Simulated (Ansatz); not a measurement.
Gap of a one-dimensional CCl2 body, 6 atoms a period at several levels, all on one geometry.

```xyz
6
Lattice="14.0000 0.0000 0.0000 0.0000 14.0000 0.0000 0.0000 0.0000 3.0297" Properties=species:S:1:pos:R:3 pbc="T T T"
C      6.5492     7.0000     0.0000
C      7.4508     7.0000     1.5149
Cl     5.5494     8.4529     0.0000
Cl     5.5494     5.5471     0.0000
Cl     8.4506     8.4529     1.5149
Cl     8.4506     5.5471     1.5149
```

Levels: PBE (plane waves to 420 eV, PAW; Ansatz, an electronic-structure program); r2SCAN (plane waves to 500 eV, PAW; Ansatz); Ansatz with HSE06. Unmarked values and the geometry are of the first. Mesh 1×1×116. No spin polarisation. It repeats along c; a and b span vacuum. A hypothetical model. It keeps the symmetry and period of its start, so it need not be a minimum against all distortions. Pairing along the axis, which can open a gap, is among the distortions not tried. On relaxing, bonds broke or formed, so the name tells the start alone. HSE06 ran on a 1×1×6 mesh and at PBE's edge points.

```json
[
 {"level": "PBE", "gap (eV)": "1.83"},
 {"level": "r2SCAN", "gap (eV)": "…"},
 {"level": "HSE06", "gap (eV)": "3.09"}
]
```

Problem. Fill in the missing entries.

Solution. 
- r2SCAN, gap (eV): 2.04
